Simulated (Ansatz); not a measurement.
Ansatz (a quantum-chemistry and plane-wave program) run on NaMnCl3 (R-3, 10 atoms in the cell): relaxation of cell and atoms.

Level of theory: PBEsol-D3BJ, default PAW files made with PBE (plane waves; Ansatz).

```yaml
crystal:
  lattice:
    - [3.29550, 1.90266, 6.20900]
    - [-3.29550, 1.90266, 6.20900]
    - [0.00000, -3.80532, 6.20900]
  atoms:
    - { symbol: Na, position: [0.14490, 0.14490, 0.14490] }
    - { symbol: Na, position: [0.85510, 0.85510, 0.85510] }
    - { symbol: Mn, position: [0.34070, 0.34070, 0.34070], spin: 4.0 }
    - { symbol: Mn, position: [0.65930, 0.65930, 0.65930], spin: 4.0 }
    - { symbol: Cl, position: [0.44900, 0.71690, 0.06720] }
    - { symbol: Cl, position: [0.06720, 0.44900, 0.71690] }
    - { symbol: Cl, position: [0.71690, 0.06720, 0.44900] }
    - { symbol: Cl, position: [0.55100, 0.28310, 0.93280] }
    - { symbol: Cl, position: [0.93280, 0.55100, 0.28310] }
    - { symbol: Cl, position: [0.28310, 0.93280, 0.55100] }
```
(The spins are starting values, not results.)

Reference input (self-consistent single point, DFT, PBEsol, plane waves, default PAW files made with PBE): kpoints.mp_grid.grid = 3 3 3; hamiltonian.xc = pbesol; hamiltonian.pseudopotentials = {kind: paw} (the program's default PAW files); magnetization.spin_polarized = true; scf.occupations.method = cold; scf.occupations.width = 0.272 eV. This run's input differs from it in these lines:

```diff
@@ -21,2 +21,3 @@
   xc: pbesol
+  dispersion: d3bj
   pseudopotentials:
@@ -29,2 +30,4 @@
     width: 0.272 eV
+relax:
+  cell: {}
 output:
```

The program printed (abridged):

```
   [... SCF lines of the steps left out ...]
relax step   1: F+E_penalty+E_count = -17069.11106464 eV  Δ(F+E_penalty+E_count) = +0.000e0 eV  max|allowed force component| = 2.119e-1 eV/Å  Δτ_max = 0.0000 Å  P = -2.771 GPa  Ω = 233.590 Å³  (14 SCF iters, dr2 threshold 1.00e-7 eV, accepted)
relax step   2: F+E_penalty+E_count = -17069.26384167 eV  Δ(F+E_penalty+E_count) = -1.528e-1 eV  max|allowed force component| = 3.990e-2 eV/Å  Δτ_max = 0.0245 Å  P = -0.419 GPa  Ω = 219.655 Å³  energy of the carried Pulay correction = +9.666e-4 eV  [...]
   [... lines left out ...]
relax step   4: F+E_penalty+E_count = -17069.26919444 eV  Δ(F+E_penalty+E_count) = -2.924e-4 eV  max|allowed force component| = 2.552e-3 eV/Å  Δτ_max = 0.0048 Å  P = +0.005 GPa  Ω = 216.836 Å³  energy of the carried Pulay correction = +1.169e-3 eV  [...]
relax step   5: F+E_penalty+E_count = -17069.26787658 eV  Δ(F+E_penalty+E_count) = +1.318e-3 eV  max|allowed force component| = 2.558e-3 eV/Å  Δτ_max = 0.0000 Å  P = +0.008 GPa  Ω = 216.836 Å³  stress off target by 1.33e-2 GPa  SCF on the basis [...]
basis re-selected at this cell: Δ(F+E_penalty+E_count) = +1.318e-3 eV, ΔP = +0.003 GPa vs the last step
the relaxation is at rest under the 6 symmetry operations that the run kept from its start: a minimum is not shown …
dispersion: the relaxed geometry stands within reach of a switch of an atom's C6, across which e_disp changes (each atom's share, over what another start of …
   [... lines left out ...]
Absolute magnetization: 10.0023 μB (∫|ρ↑−ρ↓|, with the PAW one-centre terms)
Free energy (F): -17069.267873 eV
Fermi energy:    5.818089 eV
  cell:  # Å, volume = 216.8361 Å³
   [... lines left out ...]
    - { symbol: Cl, position: [0.7146041243039027, 0.06952415672027584, 0.45067722447241654] }
    - { symbol: Cl, position: [0.5493227755275836, 0.2853958756960973, 0.9304758432797241] }
    - { symbol: Cl, position: [0.9304758432797243, 0.5493227755275836, 0.2853958756960972] }
    - { symbol: Cl, position: [0.2853958756960973, 0.9304758432797242, 0.5493227755275835] }
```

The run converged. 

Summary of the result:
```
Quantity                                                                                                              Value
------------------------------------------------  -------------------------------------------------------------------------
Free energy E − TS (on the zero of these files)                                                              -17069.2679 eV
Top of the valence band (on the code's own zero)                                                                    4.65 eV
Gap on the k-point mesh                                                                                             1.97 eV
Pressure                                                                                                           0.01 GPa
Largest force (vector length)                                                                                    0.003 eV/Å
Size of the cell's spin moment                                                                                     10.00 μB
Dispersion energy                                                                                                 -2.082 eV
Final cell                                        a = 7.086 Å, b = 7.086 Å, c = 7.086 Å, α = 54.09°, β = 54.09°, γ = 54.09°
Final volume per atom                                                                                              21.68 Å³
Relaxation steps                                                                                                          5
```

The starting cell comes from a database of published, mostly measured structures (it also holds non-ambient and calculated ones), without a prior relaxation at this level. The magnetic order is the one reached from the typed start; others were not searched systematically. The relaxation keeps the symmetry of its start, so its end need not be a minimum. Ansatz's pressure includes its estimate of the finite-basis (Pulay) stress.

Keys are those of Ansatz 0.2.
